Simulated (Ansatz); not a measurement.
The parent structure is Si in the diamond structure (space group Fd-3m, No. 227; a = 5.4443 Å).

All numbers come from Ansatz (a quantum-chemistry and plane-wave program), r2SCAN, PAW, cutoff 500 eV, no SOC.

Before the change:

| Property | Result |
|---|---|
| Band gap | 0.78 eV |
| Smallest direct gap | 2.74 eV |

One thing is altered: an isotropic linear strain of −1.50 %, atoms relaxed at fixed cell.

Q: What does the calculation give for the band gap after the change?

A: The band gap decreases by 0.084 eV to 0.69 eV.

Q: What happens to the smallest direct gap?

A: The smallest direct gap goes up by 0.02 eV to 2.76 eV.

Stability against distortions was not tested.
